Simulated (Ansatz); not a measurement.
**What pressure −1 GPa does to WSe2**

Consider WSe$_{2}$ in the 2H-MoS2 type structure (space group P6_3/mmc, No. 194; a = 3.2305 Å, c = 12.4113 Å; layered, stacked along the Cartesian z axis).

Perturbation: a negative pressure, −1 GPa.

All numbers come from plane-wave PAW DFT at the PBEsol-D3(BJ) level (Ansatz, an electronic-structure program, 420 eV), spin-orbit coupling left out. k-mesh 12×12×3 (Γ-centred); smearing 0.05 eV (Fermi–Dirac).

Volume per atom: 18.99 Å³ (base 18.70 Å³)
Lattice parameter a: 3.241 Å (base 3.231 Å)
c/a ratio: 3.865 (base 3.842)
Shortest interatomic distance: 2.514 Å (base 2.511 Å)
Enthalpy H = E + PV relative to the base's energy: -0.12 eV/atom
Band gap: 0.73 eV (base 0.67 eV)
Gap character: indirect, Γ → K–Γ (47 % along) (base indirect, Γ → K–Γ (47 % along))
Smallest direct gap: 1.65 eV (base 1.65 eV)
Mean gap deformation potential ΔEg/Δln V: +3.6 eV
Width of the top valence band: 1.55 eV (base 1.64 eV)
Hole mass: 1.4 mₑ along c, 0.64 mₑ across (at Γ) (base 1.5 mₑ along c, 0.60 mₑ across (at Γ))
Valence-band top at Γ (three highest levels, from the VBM): 0.00, -0.85, -1.40 eV (base 0.00, -0.78, -1.48 eV)

Final structure:

```
CELL_PARAMETERS angstrom
      3.24080     0.00000     0.00000
     -1.62040     2.80662     0.00000
      0.00000     0.00000    12.52604
ATOMIC_POSITIONS crystal
  W  0.33333 0.66667 0.25000
  W  0.66667 0.33333 0.75000
  Se 0.33333 0.66667 0.61591
  Se 0.66667 0.33333 0.11591
  Se 0.66667 0.33333 0.38409
  Se 0.33333 0.66667 0.88409
```

Spin-orbit coupling, missing from the scalar runs, can matter with W. Load acts through the strain it causes; cell and atoms are relaxed under it. Effective masses come from finite differences of ±0.01 Å⁻¹. Stability against distortions was not tested.
